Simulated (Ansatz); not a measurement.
Subject: the formation energy of Si_Mo in Mo (bcc, Im-3m). Reaction: Si (diamond) + 63 Mo (bcc) → cell A.

Cell A: a supercell of 64 sites of Mo (bcc, Im-3m) with Si on a Mo site (8 Mo at 2.74 Å); spin state with PBE: run without spin, k-point mesh 4×4×4.
```yaml
crystal:
  lattice:
    - [10.95032, 0.00000, 0.00000]
    - [-3.65011, 10.32406, 0.00000]
    - [-3.65011, -5.16203, 8.94090]
  atoms:
    - { symbol: Mo, position: [0.00000, 0.00000, 0.00000] }
    - { symbol: Mo, position: [0.99998, 0.99998, 0.24986] }
    - { symbol: Mo, position: [0.00000, 0.00000, 0.50000] }
    - { symbol: Mo, position: [0.00002, 0.00002, 0.75014] }
    - { symbol: Mo, position: [0.99998, 0.24986, 0.99998] }
    - { symbol: Mo, position: [0.99953, 0.24977, 0.24977] }
    - { symbol: Mo, position: [0.99998, 0.25011, 0.50000] }
    - { symbol: Mo, position: [0.00000, 0.25000, 0.75000] }
    - { symbol: Mo, position: [0.00000, 0.50000, 0.00000] }
    - { symbol: Mo, position: [0.99998, 0.50000, 0.25011] }
    - { symbol: Mo, position: [0.00000, 0.50000, 0.50000] }
    - { symbol: Mo, position: [0.00002, 0.50000, 0.74989] }
    - { symbol: Mo, position: [0.00002, 0.75014, 0.00002] }
    - { symbol: Mo, position: [0.00000, 0.75000, 0.25000] }
    - { symbol: Mo, position: [0.00002, 0.74989, 0.50000] }
    - { symbol: Mo, position: [0.00047, 0.75023, 0.75023] }
    - { symbol: Mo, position: [0.24986, 0.99998, 0.99998] }
    - { symbol: Mo, position: [0.24977, 0.99953, 0.24977] }
    - { symbol: Mo, position: [0.25011, 0.99998, 0.50000] }
    - { symbol: Mo, position: [0.25000, 0.00000, 0.75000] }
    - { symbol: Mo, position: [0.24977, 0.24977, 0.99953] }
    - { symbol: Mo, position: [0.24979, 0.24979, 0.24979] }
    - { symbol: Mo, position: [0.25269, 0.25269, 0.50000] }
    - { symbol: Mo, position: [0.25011, 0.25011, 0.75014] }
    - { symbol: Mo, position: [0.25011, 0.50000, 0.99998] }
    - { symbol: Mo, position: [0.25269, 0.50000, 0.25269] }
    - { symbol: Mo, position: [0.24979, 0.50000, 0.50000] }
    - { symbol: Mo, position: [0.24977, 0.50000, 0.75023] }
    - { symbol: Mo, position: [0.25000, 0.75000, 0.00000] }
    - { symbol: Mo, position: [0.25011, 0.75014, 0.25011] }
    - { symbol: Mo, position: [0.24977, 0.75023, 0.50000] }
    - { symbol: Mo, position: [0.24986, 0.74989, 0.74989] }
    - { symbol: Mo, position: [0.50000, 0.00000, 0.00000] }
    - { symbol: Mo, position: [0.50000, 0.99998, 0.25011] }
    - { symbol: Mo, position: [0.50000, 0.00000, 0.50000] }
    - { symbol: Mo, position: [0.50000, 0.00002, 0.74989] }
    - { symbol: Mo, position: [0.50000, 0.25011, 0.99998] }
    - { symbol: Mo, position: [0.50000, 0.25269, 0.25269] }
    - { symbol: Mo, position: [0.50000, 0.24979, 0.50000] }
    - { symbol: Mo, position: [0.50000, 0.24977, 0.75023] }
    - { symbol: Mo, position: [0.50000, 0.50000, 0.00000] }
    - { symbol: Mo, position: [0.50000, 0.50000, 0.24979] }
    - { symbol: Si, position: [0.50000, 0.50000, 0.50000] }
    - { symbol: Mo, position: [0.50000, 0.50000, 0.75021] }
    - { symbol: Mo, position: [0.50000, 0.74989, 0.00002] }
    - { symbol: Mo, position: [0.50000, 0.75023, 0.24977] }
    - { symbol: Mo, position: [0.50000, 0.75021, 0.50000] }
    - { symbol: Mo, position: [0.50000, 0.74731, 0.74731] }
    - { symbol: Mo, position: [0.75014, 0.00002, 0.00002] }
    - { symbol: Mo, position: [0.75000, 0.00000, 0.25000] }
    - { symbol: Mo, position: [0.74989, 0.00002, 0.50000] }
    - { symbol: Mo, position: [0.75023, 0.00047, 0.75023] }
    - { symbol: Mo, position: [0.75000, 0.25000, 0.00000] }
    - { symbol: Mo, position: [0.75014, 0.25011, 0.25011] }
    - { symbol: Mo, position: [0.75023, 0.24977, 0.50000] }
    - { symbol: Mo, position: [0.74989, 0.24986, 0.74989] }
    - { symbol: Mo, position: [0.74989, 0.50000, 0.00002] }
    - { symbol: Mo, position: [0.75023, 0.50000, 0.24977] }
    - { symbol: Mo, position: [0.75021, 0.50000, 0.50000] }
    - { symbol: Mo, position: [0.74731, 0.50000, 0.74731] }
    - { symbol: Mo, position: [0.75023, 0.75023, 0.00047] }
    - { symbol: Mo, position: [0.74989, 0.74989, 0.24986] }
    - { symbol: Mo, position: [0.74731, 0.74731, 0.50000] }
    - { symbol: Mo, position: [0.75021, 0.75021, 0.75021] }
```

Reference: Si (diamond, Fd-3m), 2 atoms in the cell, k-point mesh 10×10×10 on the run's own vectors. Conventional cell: a = 5.470 Å, b = 5.470 Å, c = 5.470 Å, α = 90.00°, β = 90.00°, γ = 90.00°.

Reference: Mo (bcc, Im-3m), 64 atoms in the cell, the relaxed perfect crystal repeated, atoms not moved again; spin state with PBE: run without spin, k-point mesh 4×4×4 on the run's own vectors.

Computed with Ansatz (plane waves, PAW), its default PAW set, cutoff 500 eV. The structures are at rest with PBE, within the held lattices; other levels are single points on them. Neutral cells; Fermi-Dirac smearing of at most 0.10 eV in the solids, energies taken to zero width. The lattices are those relaxed with PBE, so at other levels the solids can be strained. Larger cells are relaxed from a start prepared with the learned potential CHGNet, on a coarser mesh till forces fall under 0.03 eV/Å, which some starts already meet. A dispersion term (D3(BJ), or D4 for r2SCAN) was computed beside these levels and is taken off wherever the name lacks it. No zero-point or thermal terms. Cells are local rest points, mostly with their start's symmetry. No correction for cell size. Mesh and cell size may move defect energies by 0.1 eV or more. Cell A has symmetry Im-3m within 0.02 Å and got no random move, so less symmetric positions, which may lie lower, weren't tried.

Q: What value does r2SCAN give?

A: -0.28 eV, for Si (diamond) + 63 Mo (bcc) → cell A.

Ansatz is a quantum-chemistry and plane-wave program.
